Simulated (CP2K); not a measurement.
Band structure of ZnS (P6_3mc, 8 atoms in the cell).

```
ZnS
1.0
    3.80895     0.00000     0.00000
   -1.90447     3.29865     0.00000
    0.00000     0.00000    12.45260
Zn S
4 4
Direct
  0.66667   0.33333   0.74993
  0.33333   0.66667   0.24993
  0.00000   0.00000   0.50000
  0.00000   0.00000   0.00000
  0.66667   0.33333   0.93773
  0.33333   0.66667   0.43773
  0.00000   0.00000   0.68734
  0.00000   0.00000   0.18734
```

Method of the run: PBE, GPW, DZVP-MOLOPT-SR-GTH basis, GTH-PBE potentials (GTH_POTENTIALS) in CP2K.

Settings: CUTOFF = 600 Ry; REL_CUTOFF = 60 Ry; KPOINTS/SCHEME = MONKHORST-PACK 7 7 2; GAMMA_CENTERED = T; XC_FUNCTIONAL = PBE; Zn/BASIS_SET = DZVP-MOLOPT-SR-GTH; Zn/POTENTIAL = GTH-PBE-q12; S/BASIS_SET = DZVP-MOLOPT-SR-GTH; S/POTENTIAL = GTH-PBE-q6; METHOD = GPW; EPS_DEFAULT = 1e-11; EXTRAPOLATION = USE_GUESS; NGRIDS = 5; SCF_GUESS = ATOMIC.

The starting cell comes from a database of computed structures (which also holds hypothetical and non-ambient phases and stackings), without a prior relaxation at this level. Values carry the incompleteness of an atom-centred basis.

### Question
Predict the gap along the standard path and the places of the band edges.

### Answer
The gap along the path is 2.17 eV, direct at Γ to within 0.01 eV.

Levels in eV from the top of the valence band on the SCF mesh, bands 33 to 37:
| point | 33 | 34 | 35 | 36 | 37 |
|---|---|---|---|---|---|
| Γ | -0.47 | -0.03 | 0.00 | 0.00 | 2.17 |
| M | -1.63 | -1.61 | -1.13 | -0.90 | 3.35 |
| K | -2.35 | -1.79 | -1.79 | -1.36 | 4.64 |
| A | -0.15 | -0.15 | -0.15 | -0.15 | 3.03 |
| L | -1.54 | -1.54 | -1.13 | -1.13 | 3.76 |
| H | -1.84 | -1.84 | -1.64 | -1.64 | 4.47 |

Higher empty bands are left out: an atom-centred basis made for the valence describes them poorly.
